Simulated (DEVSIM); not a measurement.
abrupt In0.53Ga0.47As p-n junction

System: abrupt In0.53Ga0.47As p-n junction, at 300 K.

```csv
layer (left to right),material,thickness (μm),Nd (cm⁻³),Na (cm⁻³),τn (s),τp (s)
1,In0.53Ga0.47As,17.0,-,1.6e15,6.1e-10,6.1e-10
2,In0.53Ga0.47As,1.50,2.7e16,-,6.1e-10,6.1e-10
```

Left contact: ohmic. Right contact: ohmic. Voltage is applied to the left contact. Recombination: SRH at mid-gap, radiative, Auger. Mobility is μmin + (μ − μmin)/(1 + (N/Nref)^α).

Constants are typed, rounded textbook-type inputs, not results; the design itself was drawn at random and stands for no fabricated device. Values at 300 K.

| parameter | In0.53Ga0.47As |
|---|---|
| gap (eV) | 0.74 |
| affinity (eV) | 4.51 |
| permittivity | 13.9 |
| Nc (cm⁻³) | 2.1e17 |
| Nv (cm⁻³) | 7.7e18 |
| μn (cm²/Vs) | 12000 |
| μp (cm²/Vs) | 300 |
| μn,min | 300 |
| μp,min | 10 |
| Nref,n | 1.3e17 |
| Nref,p | 4.9e17 |
| αn | 0.48 |
| αp | 0.4 |
| B (cm³/s) | 9.6e-11 |
| Cn (cm⁶/s) | 5e-29 |
| Cp (cm⁶/s) | 5e-29 |

Simulated with DEVSIM: 1D drift-diffusion, Boltzmann statistics, complete ionisation; no tunnelling, impact ionisation, image-force lowering or self-heating.

The potential step across the device at zero bias comes out as 0.468 V and the largest field in the device at zero bias is 14000 V/cm. The dark forward voltage at 1 A/cm² is 0.274 V and the dark forward voltage at 100 A/cm² is 1.070 V.

Dark reverse current:

```json
[
 {"V (V)": "-0.04", "J (A/cm²)": "-0.00079"},
 {"V (V)": "-0.10", "J (A/cm²)": "-0.0015"},
 {"V (V)": "-0.20", "J (A/cm²)": "-0.0024"},
 {"V (V)": "-0.30", "J (A/cm²)": "-0.0031"},
 {"V (V)": "-0.40", "J (A/cm²)": "-0.0038"},
 {"V (V)": "-0.60", "J (A/cm²)": "-0.0050"},
 {"V (V)": "-0.80", "J (A/cm²)": "-0.0061"},
 {"V (V)": "-1.00", "J (A/cm²)": "-0.0070"},
 {"V (V)": "-1.30", "J (A/cm²)": "-0.0083"},
 {"V (V)": "-1.60", "J (A/cm²)": "-0.0095"},
 {"V (V)": "-2.00", "J (A/cm²)": "-0.011"}
]
```

Small-signal capacitance in reverse bias (quasi-static):

| V (V) | C (nF/cm²) |
|---|---|
| -0.04 | 18.3 |
| -0.1 | 17.1 |
| -0.2 | 15.6 |
| -0.3 | 14.5 |
| -0.4 | 13.5 |
| -0.6 | 12.1 |
| -0.8 | 11.1 |
| -1 | 10.3 |
| -1.3 | 9.32 |
| -1.6 | 8.59 |
| -2 | 7.85 |
